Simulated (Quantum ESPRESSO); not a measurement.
Input and output of a self-consistent single point for VH (Fm-3m, 2 atoms in the cell) (Quantum ESPRESSO).

Level of theory: LDA (PZ), GBRV 1.5 ultrasoft (LDA) pseudopotentials (plane waves; Quantum ESPRESSO).

```yaml
crystal:
  lattice:
    - [0.00000, 1.96375, 1.96375]
    - [1.96375, 0.00000, 1.96375]
    - [1.96375, 1.96375, 0.00000]
  atoms:
    - { symbol: V, position: [0.00000, 0.00000, 0.00000] }
    - { symbol: H, position: [0.50000, 0.50000, 0.50000] }
```

Reference input (self-consistent single point, DFT, PBEsol, plane waves, SSSP 1.1.2 efficiency (PBE) pseudopotentials): ecutwfc = 55 Ry; ecutrho = 440 Ry; occupations = smearing; smearing = gaussian; degauss = 0.0073499 Ry; input_dft = pbesol; potentials = {V: v_pbe_v1.4.uspp.F.UPF, H: H.pbe-rrkjus_psl.1.0.0.UPF}; K_POINTS = automatic 14 14 14 0 0 0; conv_thr = 1e-09 Ry; mixing_beta = 0.4. This run's input differs from it in these lines:

```diff
@@ -13,4 +13,4 @@
   ntyp = 2
-  ecutwfc = 55
-  ecutrho = 440
+  ecutwfc = 50
+  ecutrho = 400
   occupations = 'smearing'
@@ -18,3 +18,2 @@
   degauss = 0.0073499
-  input_dft = 'pbesol'
 /
@@ -25,4 +24,4 @@
 ATOMIC_SPECIES
-V     50.9415  v_pbe_v1.4.uspp.F.UPF
-H      1.0080  H.pbe-rrkjus_psl.1.0.0.UPF
+V     50.9415  v_lda_v1.4.uspp.F.UPF
+H      1.0080  h_lda_v1.4.uspp.F.UPF
 ATOMIC_POSITIONS {crystal}
```

Log, with long lists cut:

```
     Self-consistent Calculation

     iteration #  1     ecut=    50.00 Ry     beta= 0.40

---- Real-time Memory Report at c_bands before calling an iterative solver
            88 MiB given to the printing process from OS
            26 MiB allocation reported by mallinfo(arena+hblkhd)
------------------

     Threshold (ethr) on eigenvalues was too large:
     Diagonalizing with lowered threshold

---- Real-time Memory Report at c_bands before calling an iterative solver
           101 MiB given to the printing process from OS
            30 MiB allocation reported by mallinfo(arena+hblkhd)
------------------

   [... lines left out ...]
           103 MiB given to the printing process from OS
            31 MiB allocation reported by mallinfo(arena+hblkhd)
------------------

     negative rho (up, down):  4.219E-04 0.000E+00

     total energy              =    -146.26413691 Ry
     estimated scf accuracy    <          2.9E-09 Ry

     iteration #  8     ecut=    50.00 Ry     beta= 0.40

---- Real-time Memory Report at c_bands before calling an iterative solver
           103 MiB given to the printing process from OS
            32 MiB allocation reported by mallinfo(arena+hblkhd)
------------------

     negative rho (up, down):  4.220E-04 0.000E+00
     End of self-consistent calculation

     the Fermi energy is    15.8856 ev

!    total energy              =    -146.26413691 Ry
     estimated scf accuracy    <          1.8E-10 Ry
     smearing contrib. (-TS)   =      -0.00045610 Ry
     internal energy E=F+TS    =    -146.26368082 Ry

     convergence has been achieved in   8 iterations

     negative rho (up, down):  4.220E-04 0.000E+00

     Forces acting on atoms (cartesian axes, Ry/au):

     atom    1 type  1   force =     0.00000000   -0.00000000   -0.00000000
     atom    2 type  2   force =    -0.00000000    0.00000000    0.00000000

     Total force =     0.000000     Total SCF correction =     0.000000

     negative rho (up, down):  4.220E-04 0.000E+00
          total   stress  (Ry/bohr**3)                   (kbar)     P=      -95.07
  -0.00064625   0.00000000   0.00000000          -95.07        0.00        0.00
   0.00000000  -0.00064625   0.00000000            0.00      -95.07        0.00
   0.00000000   0.00000000  -0.00064625            0.00        0.00      -95.07

   JOB DONE.
```

The run converged in 8 iterations. Against the reference run the pressure goes from -4.52 to -9.51 GPa.

The starting cell comes from a database of computed structures (which also holds hypothetical and non-ambient phases and stackings), without a prior relaxation at this level. Spin polarisation is off. With a pressure of about -10 GPa the cell is away from its equilibrium volume at this level.
